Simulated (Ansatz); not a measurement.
Some atoms of an NVE trajectory of composition GaSi15, cell Ga4Si60, held well above this temperature first [in the run: it was liquid; mean temperature 2400 K (target 2340 K); density 2.49 g/cm³]; time step 1.5 fs, velocity Verlet. Computed with PBE (plane waves, PAW; Ansatz, a first-principles code). On the run's last frame a denser k-mesh moved the forces by 0.099 eV/Å rms, the static pressure by 0.13 GPa and the free energy by 1 meV/atom, which is about how far such values are converged.

```json
[
 {"atom": "Si21", "mass (u)": "28.085", "x y z (Å)": "0.56242 -6.16412 19.77782", "v (Å/fs)": "0.011351 -0.011979 0.006206", "F (eV/Å)": "-2.4330 0.0801 -1.6447"},
 {"atom": "Si22", "mass (u)": "28.085", "x y z (Å)": "5.82673 6.31998 4.97636", "v (Å/fs)": "0.004463 -0.017828 -0.004197", "F (eV/Å)": "0.8064 0.3254 -2.2297"},
 {"atom": "Si24", "mass (u)": "28.085", "x y z (Å)": "6.68631 6.28574 8.32745", "v (Å/fs)": "0.017753 -0.005011 0.001580", "F (eV/Å)": "-0.3732 0.1809 0.4818"},
 {"atom": "Si52", "mass (u)": "28.085", "x y z (Å)": "-1.25348 -10.64264 -0.04873", "v (Å/fs)": "-0.001811 -0.001423 -0.003770", "F (eV/Å)": "0.6007 0.1520 0.1359"},
 {"atom": "Si56", "mass (u)": "28.085", "x y z (Å)": "8.27742 7.13965 6.64396", "v (Å/fs)": "0.006743 -0.015161 -0.001478", "F (eV/Å)": "-0.1899 -0.7351 1.2309"},
 {"atom": "Ga61", "mass (u)": "69.723", "x y z (Å)": "10.01248 9.93471 -6.51733", "v (Å/fs)": "0.001403 0.010067 0.002144", "F (eV/Å)": "-0.5697 0.0130 0.2373"}
]
```

Question: Give their positions one step later.

Answer: x' = x + vΔt + FΔt²/(2m), with 1 eV/(Å·u) = 0.0096485 Å/fs².
| atom | x' y' z' (Å) |
|---|---|
| Si21 | 0.57851 -6.18205 19.78649 |
| Si22 | 5.83374 6.29336 4.96920 |
| Si24 | 6.71280 6.27829 8.33001 |
| Si52 | -1.25596 -10.64471 -0.05433 |
| Si56 | 8.28746 7.11663 6.64222 |
| Ga61 | 10.01450 9.94981 -6.51408 |
